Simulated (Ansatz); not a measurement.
The cell is made up: elements placed on another compound's structure type, so the phase may be hypothetical.

By PBEsol, the system below comes out a metal.

A figure of merit of an interconnect metal is its ballistic conductance per area.

Here is the system:

```yaml
crystal:
  lattice:
    - [3.19362, 0.00000, 0.00000]
    - [1.59681, 2.76575, 0.00000]
    - [0.00000, 1.84384, 6.02620]
  atoms:
    - { symbol: Sc, position: [0.50000, 0.00000, 0.50000] }
    - { symbol: Pt, position: [0.00000, 0.00000, 0.00000] }
    - { symbol: N, position: [0.89597, 0.20806, 0.68792] }
    - { symbol: N, position: [0.10403, 0.79194, 0.31208] }
```

Space group of this cell: R-3m. The cell was relaxed by PBE-D3(BJ); by PBEsol its mean pressure is -2.0 GPa.

The current flows along the normal of the first two printed cell vectors. No spin-orbit coupling; the value is a mean over 0.1 eV about the Fermi level.

### Question
Give the ballistic conductance per area that Ansatz (a first-principles code) with PBEsol yields.

### Answer
1.4 × 10¹⁵ S/m² for both spins.
